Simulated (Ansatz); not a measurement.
**Enthalpy of formation of ZrGe (model structure, started from the TiAs type, P6₃/mmc, No. 194, 8 atoms in the cell) at several levels of theory**

No measured value is used here.

```csv
level (code),value (eV/atom)
PBE (Ansatz),(withheld)
PBEsol (Ansatz),-0.726
PBE-D3(BJ) (Ansatz),-0.717
```

Q: Some entries are withheld; supply them.

A: 
- PBE (Ansatz, a first-principles code), value (eV/atom): -0.677

Each level is taken at its own relaxed cell. Ansatz's density-functional and Hartree–Fock values are scalar-relativistic unless marked +SOC, with PAW data made under PBE.

A model structure was made by putting elements into a prototype or built by hand; it is no filed structure, need not be a known phase, and can be a saddle point held by its symmetry.
